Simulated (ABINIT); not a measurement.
**A worked fit of the pressure against the volume, with one run withheld: SiO2 (P4_12_12, 12 atoms in the cell)**

```xyz
12
Lattice="4.9542 0.0000 0.0000 0.0000 4.9542 0.0000 0.0000 0.0000 6.8805" Properties=species:S:1:pos:R:3 pbc="T T T"
Si     3.4613     3.4613     3.4403
Si     3.9700     0.9842     5.1604
Si     1.4929     1.4929     0.0000
Si     0.9842     3.9700     1.7201
O      4.4269     3.7721     2.2025
O      3.6592     1.9498     3.9227
O      0.5273     1.1821     5.6428
O      1.2950     3.0044     0.4824
O      1.9498     3.6592     2.9579
O      1.1821     0.5273     1.2377
O      3.0044     1.2950     6.3981
O      3.7721     4.4269     4.6780
```

Method: PBE, norm-conserving pseudopotentials (PseudoDojo nc-sr-05 PBE standard) (plane waves; ABINIT).

Base settings: pseudos = [Si.upf, O.upf]; ecut = 1143 eV; occopt = 1; ngkpt = 3 3 2; nshiftk = 1; shiftk = 0 0 0; potentials = PseudoDojo nc-sr-05 PBE standard; nband = 34; kptopt = 1; nstep = 60.

The starting cell comes from a database of computed structures (which also holds hypothetical and non-ambient phases and stackings), without a prior relaxation at this level. Its lattice was rescaled by a random factor within 2.5 % of one. In the cell shown, with a pressure of about 8 GPa the cell is away from its equilibrium volume at this level.

Murnaghan's equation with B′ set to 4 (a common value, assumed and not fitted) makes the pressure a straight line in x = (V₁/V)⁴, here with V₁ = 14.073 Å³/atom: P = a + b·x. The rows are the cell shown with its lattice scaled (for instance lattice scaled by 0.97, lattice scaled by 0.985, lattice scaled by 1.015, lattice scaled by 1.03); fractional positions and shape were held. Pulay stress at this cutoff, if any, shifts all pressures roughly alike and V₀ with them.

| volume (Å³/atom) | (V₁/V)⁴ | pressure (GPa) |
|---|---|---|
| 15.378 | 0.7014 | -5.99 |
| 14.716 | 0.8363 | 0.53 |
| 14.073 | 1.0000 | 8.45 |
| 13.449 | 1.1989 | ? |
| 12.844 | 1.4413 | 29.48 |

### Question
Fit the line to the 4 rows given and predict the withheld one.

### Answer
Means: x̄ = 0.99475, ȳ = 8.1175. Σ(x − x̄)(y − ȳ) = 14.88 and Σ(x − x̄)² = 0.3106, so b = 47.91 and a = ȳ − b·x̄ = -39.541; P = 0 at x₀ = −a/b = 0.8253, so V₀ = V₁·x₀^(−1/4) = 14.76 Å³/atom and B₀ = 4·b·x₀ = 158 GPa (for B′ = 4 and held positions). The largest residual of the fitted rows is 0.081. At x = 1.1989 the line gives 17.90 GPa. The run gave 18.01 GPa, a miss of 0.11 GPa. The rows were chosen because the form fits them, the withheld one included, so this shows the method and is no test of the form.

Left out of this page: 5 runs of the series outside the window shown, repeating another row's setting, or not comparable.
